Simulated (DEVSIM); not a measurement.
illuminated Si n-on-p cell, one wavelength

Structure: illuminated Si n-on-p cell, one wavelength, at 300 K.

| layer (left to right) | material | thickness (μm) | Nd (cm⁻³) | Na (cm⁻³) | τn (s) | τp (s) | absorption coefficient (cm⁻¹) |
|---|---|---|---|---|---|---|---|
| 1 | Si | 0.210 | 6.3e17 | - | 7e-8 | 2.1e-7 | 2300 |
| 2 | Si | 180 | - | 2.3e15 | 2.4e-6 | 2.4e-6 | 2300 |

Left contact: ohmic, minority hole recombination velocity 100 cm/s. Right contact: ohmic, minority electron recombination velocity 2e5 cm/s. Voltage is applied to the left contact. Recombination: SRH at mid-gap, radiative, Auger. Gap narrowing is on: ΔEg = 6.92 meV × (l + √(l² + 0.5)), l = ln(N/1.3e17 cm⁻³), shared equally by both band edges. Light enters at the left, 2.8e18 photons cm⁻² s⁻¹, one pass, no reflection. Mobility is constant in doping.

This is a model device: material constants are rounded textbook-type values typed into the input, and sizes, dopings and lifetimes were drawn at random. Values at 300 K.

```csv
parameter,Si
gap (eV),1.124
affinity (eV),4.05
permittivity,11.7
Nc (cm⁻³),2.86e19
Nv (cm⁻³),3.1e19
μn (cm²/Vs),1417
μp (cm²/Vs),470
B (cm³/s),4.7e-15
Cn (cm⁶/s),2.8e-31
Cp (cm⁶/s),9.9e-32
```

Model (solved in DEVSIM): 1D drift-diffusion, Boltzmann statistics, complete ionisation; no tunnelling, impact ionisation, image-force lowering or self-heating.

- Potential step across the device at zero bias = 0.768 V
- Largest field in the device at zero bias = 42000 V/cm
- Dark forward voltage at 1 A/cm² = 0.662 V
- Dark forward voltage at 100 A/cm² = 1.014 V
- Short-circuit current = 437 mA/cm²
- Open-circuit voltage = 0.596 V
- Fill factor = 0.78
- Largest power = 204 mW/cm²
- Share of generated pairs collected at short circuit = 0.974

Current under light (generator sign):

```tsv
V (V)	J (mA/cm²)
0.00	437
0.08	437
0.16	437
0.26	437
0.34	437
0.44	433
0.46	430
0.48	422
0.50	407
0.52	379
0.54	329
0.56	249
0.58	130
0.60	-39.6
```

Dark reverse current:

| V (V) | J (A/cm²) |
|---|---|
| 0.04 | 1.6e-9 |
| 0.10 | 3.2e-9 |
| 0.20 | 5.3e-9 |
| 0.30 | 7.1e-9 |
| 0.40 | 8.8e-9 |
| 0.60 | 1.2e-8 |
| 0.80 | 1.5e-8 |
| 1.00 | 1.7e-8 |
| 1.30 | 2.0e-8 |
| 1.60 | 2.3e-8 |
| 2.00 | 2.7e-8 |
